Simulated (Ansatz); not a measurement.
An Ansatz (an electronic-structure program) run: Si with a change (biaxial strain −2.50 %, plane normal [111], relaxed out of plane); Ansatz, LDA, PAW, cutoff 420 eV, no spin-orbit coupling.

Input:

Ansatz 0.2 input:
```yaml
crystal:
  lattice:
    - [3.7243620169, 0, 0]
    - [1.8621810085, 3.2253921195, 0]
    - [1.8621810085, -1.0751307065, 3.157887655]
  atoms:
    - { symbol: Si, position: [0, 0, 0] }
    - { symbol: Si, position: [0.5, 0.25, 0.75] }
basis: { ecutwfc: 420, ecutrho_ratio: 4, xc_grid: 2, fft_grid_basis: typed }
kpoints: { mp_grid: { grid: [11, 11, 11] } }
hamiltonian:
  xc: lda
  dispersion: none
  pseudopotentials: { kind: paw }
scf: { occupations: { method: fermi_dirac, width: 0.05 } }
relax: { f_tol: 0.005, max_steps: 50, cell: { stress_tol: 0.01, fix: [a, b, gamma] } }
output: { forces: true, stress: true }
checkpoint: { write: state.ck, write_every: 1000 }
```

Output (explanatory and most iteration lines left out):

```
Relaxation: its limit of steps is 50 (relax.max_steps)
Pseudopotential: Si, paw, valence charge 4
Crystal: 2 atoms, lattice volume = 37.934 Å³
Basis set: ecut = 420 eV, 737 PW (Γ), exchange–correlation on 50×50×54 points (8 copies of the dense FFT grid, shifted against one another)
Bands: 8, of which v1, the nominal top of the filled ones, is band 4 counted from 1 (3 counted from 0)
Symmetry: 12 space group operations
Space group: R-3m (ITA 166), of the structure as read, at distance tolerance 3.4e-5 Å
k-points: 146 of 1331
Functional: x = slater, c = lda
SCF iter   1: F=—  HF=-1217.254137 eV  |F-HF|=—  |Δ(HF+E_count)|=         —  Δρ=4.07e-3  dr2=3.92e-3  ethr=1.77e-3  ⟨swp⟩=6.1  Hψ=10524  notcnv=0
SCF iter   2: F=—  HF=-1217.253302 eV  |F-HF|=—  |Δ(HF+E_count)|=   8.35e-4  Δρ=1.86e-3  dr2=7.46e-4  ethr=4.90e-5  ⟨swp⟩=1.9  Hψ=2579  notcnv=0
SCF 1 converged in 6 iterations: F = -1217.253125 eV  dr2 = 1.58e-12
relax step   1: F+E_penalty+E_count = -1217.25312496 eV  Δ(F+E_penalty+E_count) = +0.000e0 eV  max|allowed force component| = 4.590e-1 eV/Å  Δτ_max = 0.0000 Å  P = +4.179 GPa  Ω = 37.934 Å³  fix = [a, b, gamma]  reactions: a +6.982, b +6.982 GPa  (6 SCF iters, dr2 threshold 1.00e-7 eV, accepted)
[... steps on the carried basis left out ...]
relax step   4: F+E_penalty+E_count = -1217.26104063 eV  Δ(F+E_penalty+E_count) = -7.624e-7 eV  max|allowed force component| = 6.146e-6 eV/Å  Δτ_max = 0.0001 Å  P = +3.941 GPa  Ω = 37.936 Å³  energy of the carried Pulay correction = -5.146e-7 eV  fix = [a, b, gamma]  reactions: a +5.914, b +5.914 GPa  (3 SCF iters, dr2 threshold 2.50e-8 eV, accepted)
Crystal: 2 atoms, lattice volume = 37.936 Å³
SCF iter   1: F=—  HF=-1217.261042 eV  |F-HF|=—  |Δ(HF+E_count)|=         —  Δρ=2.58e-6  dr2=1.60e-9  ethr=9.76e-8  ⟨swp⟩=3.0  Hψ=14014  notcnv=0
SCF iter   2: F=—  HF=-1217.261042 eV  |F-HF|=—  |Δ(HF+E_count)|=   1.02e-7  Δρ=1.23e-6  dr2=3.35e-10  ethr=2.00e-11  ⟨swp⟩=2.3  Hψ=1775  notcnv=0
SCF 5 converged in 4 iterations: F = -1217.261042 eV  dr2 = 1.40e-13
SCF converged after 4 iterations
Free energy (F): -1217.261042 eV
Internal energy: -1217.260648 eV  (E = F + TS)
E sigma→0 (E₀):  -1217.260845 eV
Entropy (-TS):   -0.000394 eV (-0.197 meV/atom)
Fermi energy:    6.821551 eV
--- Forces (eV/Å), atoms counted from 1 ---
  atom   1  Si     0.00000000     0.00000000    -0.00000569
  atom   2  Si    -0.00000000    -0.00000000     0.00000569
--- Stress (GPa, compression-positive) ---
        5.914016      -0.000000      -0.000000
       -0.000000       5.914016      -0.000000
       -0.000000      -0.000000      -0.005038
  P = ⅓ Tr σ = 3.9410 GPa (39.410 kbar)
--- Relaxed structure (4 steps of the walk, 4 accepted, 1 SCFs on fresh bases) ---
  cell:  # Å, volume = 37.9359 Å³
    - [3.7243620168854226, -2.88675213910111e-11, -3.931280914323142e-11]
    - [1.8621810084677113, 3.2253921194981903, -1.9656428025851458e-11]
    - [1.8621810084677128, -1.075130706518642, 3.158025885623479]
  atoms:
    - { symbol: Si, position: [-0.0035867922100341503, 0.001793396105017075, 0.005380188315051225] }
    - { symbol: Si, position: [0.5035867922100341, 0.24820660389498297, 0.7446198116849487] }
```

Stability against distortions was not tested. The cell was made from Si in the diamond structure (space group Fd-3m, No. 227) by this change: biaxial strain −2.50 %, plane normal [111], relaxed out of plane.
